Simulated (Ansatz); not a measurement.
An Ansatz (an electronic-structure program) run: ZnAu with a change (pressure 1.5 GPa); PBEsol (Ansatz), without spin-orbit coupling.

Input:

Ansatz 0.2 input:
```yaml
crystal:
  lattice:
    - [3.1235838146, 0, 0]
    - [0, 3.1235838146, 0]
    - [0, 0, 3.1235838146]
  atoms:
    - { symbol: Zn, position: [0.5, 0.5, 0.5] }
    - { symbol: Au, position: [0, 0, 0] }
basis: { ecutwfc: 420, ecutrho_ratio: 4, xc_grid: 2, fft_grid_basis: typed }
kpoints: { mp_grid: { grid: [15, 15, 15] } }
hamiltonian:
  xc: pbesol
  dispersion: none
  pseudopotentials: { kind: paw }
scf: { occupations: { method: fermi_dirac, width: 0.05 } }
relax: { f_tol: 0.01, max_steps: 60, cell: { stress_tol: 0.02, p_target: 1.5 } }
output: { forces: true, stress: true }
checkpoint: { write: state.ck, write_every: 1000 }
```

Output (explanatory and most iteration lines left out):

```
Relaxation: its limit of steps is 60 (relax.max_steps)
Pseudopotential: Zn, paw, valence charge 12
Pseudopotential: Au, paw, valence charge 19
Crystal: 2 atoms, lattice volume = 30.476 Å³
Basis set: ecut = 420 eV, 619 PW (Γ), exchange–correlation on 48×48×48 points (8 copies of the dense FFT grid, shifted against one another)
Bands: 20, of which v1, the nominal top of the filled ones, is band 16 counted from 1 (15 counted from 0)
Symmetry: 48 space group operations
Space group: Pm-3m (ITA 221), of the structure as read, at distance tolerance 3.1e-5 Å
k-points: 120 of 3375
Functional: x = pbesol(κ = 0.804, μ = 0.12345679012345678), c = pbesol(β = 0.046)
SCF iter   1: F=—  HF=-16288.456723 eV  |F-HF|=—  |Δ(HF+E_count)|=         —  Δρ=4.82e-3  dr2=4.19e-3  ethr=1.77e-3  ⟨swp⟩=5.5  Hψ=10179  notcnv=0
SCF iter   2: F=—  HF=-16288.456671 eV  |F-HF|=—  |Δ(HF+E_count)|=   5.24e-5  Δρ=1.70e-3  dr2=4.66e-4  ethr=1.35e-5  ⟨swp⟩=2.0  Hψ=5195  notcnv=0  defer=39
SCF 1 converged in 6 iterations: F = -16288.456399 eV  dr2 = 2.09e-8
relax step   1: F+E_penalty+E_count = -16288.45639872 eV  Δ(F+E_penalty+E_count) = +0.000e0 eV  max|allowed force component| = 1.420e-29 eV/Å  Δτ_max = 0.0000 Å  P = +0.699 GPa  Ω = 30.476 Å³  (6 SCF iters, dr2 threshold 1.00e-7 eV, accepted)
[... steps on the carried basis left out ...]
relax step   4: F+E_penalty+E_count = -16288.45529352 eV  Δ(F+E_penalty+E_count) = +8.602e-5 eV  max|allowed force component| = 7.691e-30 eV/Å  Δτ_max = 0.0000 Å  P = +1.495 GPa  Ω = 30.313 Å³  stress off target by 4.53e-3 GPa  SCF on the basis re-selected at this cell (its energy is not comparable with the rows above)  (6 SCF iters)
SCF converged after 6 iterations
Free energy (F): -16288.455294 eV
Internal energy: -16288.451884 eV  (E = F + TS)
E sigma→0 (E₀):  -16288.453589 eV
Entropy (-TS):   -0.003410 eV (-1.705 meV/atom)
Fermi energy:    17.470584 eV
--- Forces (eV/Å), atoms counted from 1 ---
  atom   1  Zn     0.00000000     0.00000000     0.00000000
  atom   2  Au    -0.00000000     0.00000000    -0.00000000
--- Stress (GPa, compression-positive) ---
        1.495470       0.000000       0.000000
        0.000000       1.495470      -0.000000
        0.000000      -0.000000       1.495470
  P = ⅓ Tr σ = 1.4955 GPa (14.955 kbar)
--- Relaxed structure (3 steps of the walk, 3 accepted, 1 SCFs on fresh bases) ---
  cell:  # Å, volume = 30.3134 Å³
    - [3.1180159178920586, -1.6049416203226965e-35, 3.2098832406453924e-35]
    - [-1.6049416203226965e-35, 3.1180159178920586, -1.2839532962581572e-34]
    - [3.2098832406453924e-35, -1.2839532962581572e-34, 3.1180159178920586]
  atoms:
    - { symbol: Zn, position: [0.5, 0.5, 0.5] }
    - { symbol: Au, position: [1.0276283369256293e-35, -7.225511744002898e-37, -1.9268031317359567e-36] }
```

Load acts through the strain it causes; cell and atoms are relaxed under it. Stability against distortions was not tested. The cell was made from ZnAu in the CsCl type structure (space group Pm-3m, No. 221) by this change: pressure 1.5 GPa.
